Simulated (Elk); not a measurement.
Input and output of a self-consistent single point for LaAl2BRu2 (P4/mmm, 6 atoms in the cell) (Elk).

Method: PBEsol, all-electron FP-LAPW, Elk's shipped species files, APW+lo basis with extra local orbitals (Elk).

The change in words: lattice scaled by 0.98. Reference geometry:
```
LaAl2BRu2
1.0
    4.22935     0.00000     0.00000
    0.00000     4.22935     0.00000
    0.00000     0.00000     5.67992
La Al B Ru
1 2 1 2
Direct
  0.00000   0.00000   0.50000
  0.50000   0.50000   0.74577
  0.50000   0.50000   0.25423
  0.00000   0.00000   0.00000
  0.50000   0.00000   0.00000
  0.00000   0.50000   0.00000
```

Reference input (self-consistent single point, DFT, PBEsol, all-electron FP-LAPW, Elk's shipped species files, APW+lo basis with extra local orbitals): xctype = 22; rgkmax = 8; stype = 0; swidth = 0.00183747 Ha; ngridk = 5 5 4; tforce = true; gmaxvr = 18 1/bohr; lmaxapw = 10; lmaxo = 8; nxlo = 2; lorbcnd = true; lradstp = 2. This run's input differs from it in these lines:

```diff
@@ -46,5 +46,5 @@
 avec
-    7.9923131852    0.0000000000    0.0000000000
-    0.0000000000    7.9923131852    0.0000000000
-    0.0000000000    0.0000000000   10.7334932098
+    7.8324669215    0.0000000000    0.0000000000
+    0.0000000000    7.8324669215    0.0000000000
+    0.0000000000    0.0000000000   10.5188241015
```

Output (repeated stretches shortened):

```
│ Self-consistent loop started │
│ Loop number : 1 │
 total energy                :     -18049.3135165
│ Loop number : 2 │
 total energy                :     -18050.8258253
RMS change in Kohn-Sham potential (target) :    1.272075023     (  0.1000000000E-05)
Absolute change in total energy (target)   :    1.512308799     (  0.1000000000E-03)
│ Loop number : 3 │
 total energy                :     -18049.0535135
RMS change in Kohn-Sham potential (target) :    1.261759785     (  0.1000000000E-05)
Absolute change in total energy (target)   :    1.394234523     (  0.1000000000E-03)
│ Loop number : 4 │
   [... lines left out ...]
Absolute change in total energy (target)   :   0.2987226984E-02 (  0.1000000000E-03)
│ Loop number : 16 │
 total energy                :     -18063.1515435
RMS change in Kohn-Sham potential (target) :   0.1213322001E-05 (  0.1000000000E-05)
Absolute change in total energy (target)   :   0.3413643244E-03 (  0.1000000000E-03)
│ Loop number : 17 │
 total energy                :     -18063.1515471
RMS change in Kohn-Sham potential (target) :   0.4502661816E-06 (  0.1000000000E-05)
Absolute change in total energy (target)   :   0.8169708963E-04 (  0.1000000000E-03)
Convergence targets achieved

│ Loop number : 18 │

Energies :
 Fermi                       :     0.421945759675
 total energy                :     -18063.1515882

Density of states at Fermi energy :    84.19423950
 (states/Hartree/unit cell)

Estimated indirect band gap :   0.2042718532E-02
 from k-point      8 to k-point      6
Estimated direct band gap   :   0.8179974133E-02
 at k-point     16

Charges :
 core                        :    112.0000000
 valence                     :    64.00000000
 interstitial                :    13.86181545
 muffin-tins (core leakage)
  species :    1 (La)
   atom    1                 :    53.55366011     (  0.2149752073E-02)
  species :    2 (Al)
   atom    1                 :    10.75544629     (  0.2713897342E-02)
   atom    2                 :    10.75544629     (  0.2713897342E-02)
   [... lines left out ...]
   total force               :     0.00000000    0.00000000    0.00000000
   total magnitude           :     0.00000000
  atom :    2
   Hellmann-Feynman          :     0.00000000    0.00000000    0.00000000
   IBS                       :    -0.00000000    0.00000000    0.00000000
   total force               :     0.00000000    0.00000000    0.00000000
   total magnitude           :     0.00000000
```

The run converged in 18 iterations. The count includes the last loop, which Elk runs after its targets are met. Against the reference run the total energy goes up by 1.7 meV/atom.

The starting cell comes from a database of computed structures (which also holds hypothetical and non-ambient phases and stackings), without a prior relaxation at this level. For this run, on top of that: lattice scaled by 0.98. Spin polarisation is off. Values depend on the basis (sphere radii, cutoffs, local orbitals), which need not be converged. The log's line on a gap gives a spacing of levels on this mesh, which the program prints for metals too.

Cost on one core of a shared machine: roughly 4 min.
